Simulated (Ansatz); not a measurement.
Consider the following.

```xyz
10
Lattice="3.8660 -5.7781 0.0000 3.8660 5.7781 0.0000 0.0000 0.0000 8.0271" Properties=species:S:1:pos:R:3 pbc="T T T"
Cs     3.8660    -0.9390     1.4456
Cs     3.8660     0.9390     5.4592
Cs     3.8660     4.7138     3.6804
Cs     3.8660    -4.7138     7.6940
Se     1.8901     1.9495     2.6443
Se     5.8418    -1.9495     6.6578
Se     5.8418     1.9495     2.6443
Se     1.8901    -1.9495     6.6578
Se     3.8660     3.3275     8.0398
Se     3.8660    -3.3275     4.0262
```

Calculation: r2SCAN, rigid bands (plane waves, PAW, scalar-relativistic; Ansatz, a first-principles code). Condition of this run: functional r2SCAN on the same cell. Cell: cell and atoms relaxed with PBEsol.

Problem. Predict the electron conductivity mass (n e² τ/σ) at 300 K, by direction if it differs.

Solution. 0.27 (x), 3.7 (y), 0.52 (z) mₑ.

Problem. And the band gap?

Solution. 1.00 eV at this level; semilocal functionals usually fall short of the measured gap.

Rigid bands, one relaxation time for all states, no polarons. Spin-orbit coupling is left out; where it splits the top of the valence band it changes the hole mass and lowers the gap by about a third of the splitting. Geometry: cell and atoms relaxed with PBEsol.

Formula and space group known from diffraction (Crystallography Open Database), not checked to be the room-temperature form: Cs2Se3 (Cmc2_1).
